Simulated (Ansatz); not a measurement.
## A computed series for hypothetical CsCl type LaAs: pressure series

Base system: LaAs in the CsCl type structure (space group Pm-3m, No. 221; a = 3.7433 Å; a hypothetical phase, not in the database extracts checked).

Cell and atoms are relaxed at each pressure.

Method: r2SCAN (Ansatz, a program for electronic structure, PAW, no spin-orbit coupling).

```csv
pressure (GPa),volume per atom (Å³/atom)
-2,27.025
-1,26.613
0,26.227
0.9,25.909
2.1,25.505
4.5,24.787
9,?
15,22.465
22.5,21.279
```

Question: Fit the third-order Birch–Murnaghan form P(V) = (3B₀/2)[(V₀/V)^(7/3) − (V₀/V)^(5/3)]·[1 + (3/4)(B₀′ − 4)((V₀/V)^(2/3) − 1)] (squares taken in P) to the rows shown and predict the withheld row.

Answer: Least squares on the printed values gives V₀ = 26.230 Å³/atom, B₀ = 71.3 GPa, B₀′ = 3.9; this predicts 23.661 Å³/atom, and the run gives 23.661 Å³/atom, in agreement.

Load acts through the strain it causes; cell and atoms are relaxed under it. Stability against distortions was not tested. No other phases were tried under pressure. All final runs are without spin polarisation.
